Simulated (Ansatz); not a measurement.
The parent structure is SnO₂ in the rutile structure (space group P4_2/mnm, No. 136).

```xyz
6
Lattice="4.8276 0.0000 0.0000 0.0000 4.8276 0.0000 0.0000 0.0000 3.2381" Properties=species:S:1:pos:R:3 pbc="T T T"
Sn     0.0000     0.0000     0.0000
Sn     2.4138     2.4138     1.6191
O      1.4800     1.4800     0.0000
O      3.8938     0.9337     1.6191
O      0.9337     3.8938     1.6191
O      3.3475     3.3475     0.0000
```

Cartesian axes are those of the cell as printed.

Computed with plane-wave PAW DFT at the PBE level (Ansatz, an electronic-structure program, 420 eV), spin-orbit coupling left out.

Strains are applied to the cell and any free atomic positions relax; under biaxial strain the out-of-plane vector relaxes too.

One change was made to it. Results:

The width of the top valence band hardly moves (1.18 eV against 1.17 eV); the gap character stays direct at Γ; the pressure (mean of the normal stresses, compression positive) goes from zero to -1.03 GPa; the hole mass amounts to 1.9 mₑ out of plane, 1.3 mₑ in plane (at Γ).

Question: Which change produced these results?
A. biaxial strain +0.60 %, plane normal [001], relaxed out of plane
B. biaxial strain +1.20 %, plane normal [001], relaxed out of plane
C. biaxial strain +2.40 %, plane normal [001], relaxed out of plane

Answer: A, biaxial strain +0.60 %, plane normal [001], relaxed out of plane. For comparison, the pressure in the other runs: biaxial strain +1.20 %, plane normal [001], relaxed out of plane gives -1.99 GPa; biaxial strain +2.40 %, plane normal [001], relaxed out of plane gives -3.75 GPa.

Effective masses come from finite differences of ±0.01 Å⁻¹. Stability against distortions was not tested.
